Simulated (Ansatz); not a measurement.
Ansatz (a quantum-chemistry and plane-wave program) run on CuZn (Pm-3m, 2 atoms in the cell): self-consistent single point.

Computed with PBEsol, harder PAW files (source: ansatz) made with PBE (plane waves; Ansatz).

```
CELL_PARAMETERS angstrom
      2.99779     0.00000     0.00000
      0.00000     2.99779     0.00000
      0.00000     0.00000     2.99779
ATOMIC_POSITIONS crystal
  Zn 0.50000 0.50000 0.50000
  Cu 0.00000 0.00000 0.00000
```

Reference input (self-consistent single point, DFT, PBEsol, plane waves, harder PAW files (source: ansatz) made with PBE): basis.ecutwfc = 700 eV; kpoints.mp_grid.grid = 7 7 7; kpoints.mp_grid.shift = 0.5 0.5 0.5; hamiltonian.xc = pbesol; hamiltonian.pseudopotentials = {kind: paw, source: ansatz}; scf.occupations.method = cold; scf.occupations.width = 0.1 eV. This run's input differs from it in these lines:

Ansatz 0.2 input:
```diff
@@ -17,3 +17,3 @@
 scf:
-  occupations: { method: cold, width: 0.1 eV }
+  occupations: { method: gaussian, width: 0.3 eV }
 output:
```

Output, abridged:

```
SCF iter   1: F=—  HF=-14036.366717 eV  |F-HF|=—  |Δ(HF+E_count)|=         —  Δρ=2.81e-1  dr2=1.75e1  ethr=3.10e-3  ⟨swp⟩=4.5  Hψ=1810  notcnv=0
all-band conjugate gradients solve this SCF's bands
preconditioner: auto → none
SCF iter   2: F=—  HF=-14034.864674 eV  |F-HF|=—  |Δ(HF+E_count)|=    1.50e0  Δρ=1.61e-1  dr2=6.45e0  ethr=3.10e-3  ⟨swp⟩=2.0  Hψ=828  notcnv=0  defer=5
   [... lines left out ...]
SCF iter   5: F=—  HF=-14033.865930 eV  |F-HF|=—  |Δ(HF+E_count)|=   2.03e-3  Δρ=1.89e-3  dr2=5.54e-4  ethr=3.33e-5  ⟨swp⟩=2.0  Hψ=584  notcnv=0  defer=8
SCF iter   6: F=—  HF=-14033.865788 eV  |F-HF|=—  |Δ(HF+E_count)|=   1.42e-4  Δρ=5.97e-4  dr2=7.53e-5  ethr=1.42e-6  ⟨swp⟩=2.0  Hψ=711  notcnv=0  defer=8
SCF iter   7: F=—  HF=-14033.865789 eV  |F-HF|=—  |Δ(HF+E_count)|=   3.86e-7  Δρ=1.31e-4  dr2=4.42e-6  ethr=1.93e-7  ⟨swp⟩=2.1  Hψ=634  notcnv=0  defer=8
SCF iter   8: F=-14033.865788 eV  HF=-14033.865788 eV  |F-HF|=1.27e-8  |Δ(HF+E_count)|=   8.35e-7  Δρ=7.28e-6  dr2=1.13e-8  ethr=2.56e-10  ⟨swp⟩=6.2  Hψ=2525  notcnv=0
SCF 1 converged in 8 iterations: F = -14033.865788 eV  dr2 = 1.13e-8
Free energy (F): -14033.865788 eV
Internal energy: -14033.839480 eV  (E = F + TS)
E sigma→0 (E₀):  -14033.852634 eV
Entropy (-TS):   -0.026308 eV (-13.154 meV/atom)
Fermi energy:    15.047571 eV
--- Forces (eV/Å), atoms counted from 1 ---
  atom   1  Zn     0.00000000    -0.00000000     0.00000000
  atom   2  Cu    -0.00000000     0.00000000     0.00000000
--- Stress (GPa, compression-positive) ---
       -9.856458      -0.000000       0.000000
        0.000000      -9.856458       0.000000
       -0.000000      -0.000000      -9.856458
  P = ⅓ Tr σ = -9.8565 GPa (-98.565 kbar)
  The stress holds the Pulay correction. Without it, at fixed plane waves, as pw.x and ABINIT print it: P = -9.8624 GPa
```

The run converged in 8 iterations. Against the reference run the free energy falls by 7.0 meV/atom and the pressure hardly changes (-9.93 to -9.86 GPa).

The starting cell has typed, rounded lattice constants, without a prior relaxation at this level. Its lattice was rescaled by a random factor within 2.5 % of one. Spin polarisation is off. With a pressure of about -10 GPa the cell is away from its equilibrium volume at this level. Ansatz's pressure includes its estimate of the finite-basis (Pulay) stress.
